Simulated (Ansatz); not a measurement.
Consider the following.

End structure of a constructed model of the (100) surface of fcc Rh, a pseudomorphic layer of Cu in the host's stacking (bottom of the slab: a bare face, its two planes held):

```xyz
7
Lattice="2.7082 0.0000 0.0000 0.0000 2.7082 0.0000 0.0000 0.0000 28.0000" Properties=species:S:1:pos:R:3 pbc="T T T"
Rh     1.3541     1.3541     8.1504
Rh     0.0000     0.0000    10.0654
Rh     1.3541     1.3541    11.9703
Rh     0.0000     0.0000    13.9011
Rh     1.3541     1.3541    15.8210
Rh     0.0000     0.0000    17.6959
Cu     1.3541     1.3541    19.4618
```

Model: 7-atom slab, 11.7 Å thick at the start, 14x14x1 mesh, Fermi-Dirac 0.1 eV, dipole correction, 2 atoms held, the rest relaxed; start symmetry kept, larger cells not searched; no spin, no spin-orbit, no U. It is one candidate, not shown to be the stable structure of the face.

Question: What work function of the top face does PBE (Ansatz, an electronic-structure program) give?

Answer: 4.41 eV
